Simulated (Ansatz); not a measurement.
Input:

End structure of the (100) surface of fcc Ir, one row in 3 of the top plane missing (bottom of the slab: a bare face, its two planes held):

```xyz
17
Lattice="2.7372 0.0000 0.0000 0.0000 8.2116 0.0000 0.0000 0.0000 26.0000" Properties=species:S:1:pos:R:3 pbc="T T T"
Ir     1.3686     1.3686     8.1613
Ir     1.3686     4.1058     8.1613
Ir     1.3686     6.8430     8.1613
Ir     0.0000     2.7372    10.0968
Ir     0.0000     5.4744    10.0968
Ir     0.0000     0.0000    10.0968
Ir     1.3686     4.1058    12.0472
Ir     1.3686     6.8488    12.0140
Ir     1.3686     1.3628    12.0140
Ir     0.0000     5.4993    13.9682
Ir     0.0000     0.0000    13.9876
Ir     0.0000     2.7123    13.9682
Ir     1.3686     6.9007    15.9484
Ir     1.3686     1.3108    15.9484
Ir     1.3686     4.1058    15.8153
Ir     0.0000     2.7749    17.6480
Ir     0.0000     5.4367    17.6480
```

Model: 17-atom slab, 9.7 Å thick at the start (thin: gaps and levels are the slab's own), 14x5x1 mesh, Fermi-Dirac 0.1 eV, dipole correction, 6 atoms held, the rest relaxed; start symmetry kept, larger cells not searched; no spin, no spin-orbit, no U. It is one candidate, not shown to be the stable structure of the face.

Estimate the work function of the top face that PBE in Ansatz (a program for electronic structure) returns for this input.

5.24 eV
